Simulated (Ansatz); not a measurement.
Pair distribution function (Li-O) of Li2O (antifluorite type), cell Li64O32, begun in the crystal structure [in the run: it stayed crystalline; mean temperature 846 K (target 860 K); density 1.92 g/cm³, volume +5 % from the start crystal's; Γ point only, which a denser mesh shifts by 0.0 GPa in pressure and 0.00 eV/Å in forces], from MD at 846 K. Method: r2SCAN (plane waves, PAW; Ansatz, a first-principles code). Volume per atom 8.61 Å³, mean pressure 0.3 GPa. 

```
r (Å)  g(r)
-----  ----
1.18   0.00
1.22   0.00
1.26   0.00
1.30   0.00
1.34   0.00
1.38   0.00
1.42   0.00
1.46   0.00
1.50   0.00
1.54   0.00
1.58   0.02
1.62   0.07
1.66   0.28
1.70   0.66
1.74   1.32
1.78   2.13
1.82   3.07
1.86   3.99
1.90   4.66
1.94   4.98
1.98   4.73
2.02   4.50
2.06   3.98
2.10   3.36
2.14   2.81
2.18   2.17
2.22   1.80
2.26   1.33
2.30   1.10
2.34   0.83
2.38   0.61
2.42   0.47
2.46   0.33
2.50   0.27
2.54   0.19
2.58   0.14
2.62   0.09
2.66   0.07
2.70   0.05
2.74   0.04
2.78   0.03
2.82   0.02
2.86   0.01
2.90   0.01
2.94   0.01
2.98   0.01
3.02   0.00
3.06   0.01
3.10   0.01
3.14   0.01
3.18   0.02
3.22   0.04
3.26   0.05
3.30   0.09
3.34   0.12
3.38   0.19
3.42   0.28
3.46   0.41
3.50   0.58
3.54   0.80
3.58   1.06
3.62   1.37
3.66   1.73
3.70   2.09
3.74   2.42
3.78   2.75
3.82   3.00
3.86   3.11
3.90   3.18
3.94   3.09
3.98   2.91
4.02   2.56
4.06   2.20
4.10   1.82
4.14   1.44
4.18   1.11
4.22   0.80
4.26   0.57
4.30   0.38
4.34   0.26
4.38   0.17
4.42   0.10
4.46   0.08
4.50   0.06
4.54   0.06
4.58   0.07
4.62   0.12
4.66   0.18
```

Question: From these data, give where the first shell ends and the number of neighbours in it.

Answer: g is nil from 2.9 to 3.1 Å, so any cut there serves; 4.0 O round each Li and 8.0 Li round each O in the shell, from n = 4πρ∫r²g(r)dr.
